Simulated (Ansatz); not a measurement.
## V2O5 (C2/m, No. 12, 7 atoms in the cell; start mp-720166): band gap by level of theory

No measured value is used here.

```json
[
 {"level (code)": "LDA (Ansatz)", "value (eV)": "1.41", "cell (Å³/atom)": "11.23"},
 {"level (code)": "PBEsol (Ansatz)", "value (eV)": "1.42", "cell (Å³/atom)": "13.51"},
 {"level (code)": "r²SCAN (Ansatz)", "value (eV)": "1.64", "cell (Å³/atom)": "12.40"},
 {"level (code)": "r²SCAN-D4 (Ansatz)", "value (eV)": "1.64", "cell (Å³/atom)": "11.80"},
 {"level (code)": "r²SCAN+rVV10 (Ansatz)", "value (eV)": "1.63", "cell (Å³/atom)": "11.60"}
]
```

Computed values are for a static lattice.  LDA, PBEsol, r²SCAN, r²SCAN-D4, r²SCAN+rVV10: the gap is read on the k mesh or supercell of the run alone and can be too large. LDA, PBEsol, r²SCAN, r²SCAN-D4, r²SCAN+rVV10: the relaxation could not lower the start's symmetry, so the cell can be a saddle point above a distorted one. Each level is taken at its own relaxed cell. Ansatz's density-functional and Hartree–Fock values are scalar-relativistic unless marked +SOC, with PAW data made under PBE.

A start named mp-… is a Materials Project structure, which need not be a measured phase.

Ansatz is a first-principles code.
